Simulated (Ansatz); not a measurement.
Data:

```xyz
4
Lattice="3.1444 0.0000 0.0000 -1.5722 2.7231 0.0000 0.0000 0.0000 5.1232" Properties=species:S:1:pos:R:3 pbc="T T T"
Ga     0.0000     1.8154     0.0013
Ga     1.5722     0.9077     2.5629
N      0.0000     1.8154     1.9302
N      1.5722     0.9077     4.4918
```

No spin polarisation.

Method: PBEsol (Ansatz, a first-principles code, PAW, spin-orbit coupling left out). Γ-centred 12×12×7 mesh, Fermi–Dirac width 0.05 eV.

Q: Predict the band gap, pressure and electron mass.

A: 
* **Band gap**: 2.11 eV
* **Pressure (mean of the normal stresses, compression positive)**: 7.40 GPa
* **Electron mass**: 0.17 mₑ along c, 0.19 mₑ across (at Γ)

The cells carry an imposed strain or load. Effective masses come from finite differences of ±0.01 Å⁻¹. Whether these cells are dynamically stable was not tested. The cell was made from GaN in the wurtzite structure (space group P6_3mc, No. 186) by this change: isotropic strain −1.20 %.
